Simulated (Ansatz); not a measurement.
# (Au,Pd): AuPd3

A 32-atom cell of (Au,Pd) started in the face-centred cubic structure, site fractions Au 0.250, Pd 0.750, short-range order 0.00 among the nearest mixed sites of the first mixed sublattice (0 is random, a negative value favours unlike neighbours), space group P1 at the end.

Calculation: PBE (plane waves to 420 eV, PAW; Ansatz, an electronic-structure program). Spin–orbit coupling is left out. Its k-point mesh 5×5×5, Fermi–Dirac width 0.05 eV.

```
Property                                                                                          Result
---------------------------------------------------------  ---------------------------------------------
volume per atom                                                                                 15.96 Å³
Pd–Pd bonds (within 1.22 times the sum of covalent radii)  2.817 Å on average, from 2.776 to 2.872 (108)
Au–Pd bonds (within 1.22 times the sum of covalent radii)   2.835 Å on average, from 2.797 to 2.893 (72)
Au–Au bonds (within 1.22 times the sum of covalent radii)   2.859 Å on average, from 2.833 to 2.896 (12)
```

```xyz
32
Lattice="-0.0010 -0.0021 7.9949 7.9901 0.0020 -0.0010 0.0020 7.9964 -0.0021" Properties=species:S:1:pos:R:3 pbc="T T T"
Pd     4.0080     0.0159    -0.0027
Pd     5.9917     1.9647    -0.0104
Pd     6.0030     0.0022     1.9885
Pd    -0.0099     0.0191     0.0074
Pd     2.0001     1.9611    -0.0103
Au     4.0080     3.9840    -0.0285
Pd     5.9826     6.0358    -0.0011
Pd     1.9863     0.0161     2.0044
Pd     3.9987     1.9690     1.9957
Au     5.9774     3.9969     2.0120
Au     3.9961     0.0021     3.9973
Pd     5.9912     1.9798     4.0075
Pd     5.9852     0.0160     6.0048
Au    -0.0105     3.9708    -0.0146
Au     2.0128     6.0433    -0.0009
Pd    -0.0030     1.9573     2.0004
Au     2.0151     3.9825     2.0202
Pd     4.0051     6.0246     2.0027
Pd    -0.0021     0.0121     3.9875
Pd     1.9992     1.9820     4.0090
Pd     3.9965     3.9955     4.0174
Pd     5.9839     6.0151     3.9950
Pd     2.0003     0.0230     5.9933
Pd     3.9950     1.9922     5.9905
Pd     5.9771     3.9853     5.9813
Pd    -0.0081     6.0382     2.0089
Au    -0.0005     3.9802     4.0113
Pd     2.0088     6.0125     3.9973
Pd    -0.0011     1.9645     5.9947
Pd     2.0131     3.9812     5.9797
Pd     4.0089     6.0017     5.9812
Au    -0.0151     6.0312     5.9826
```
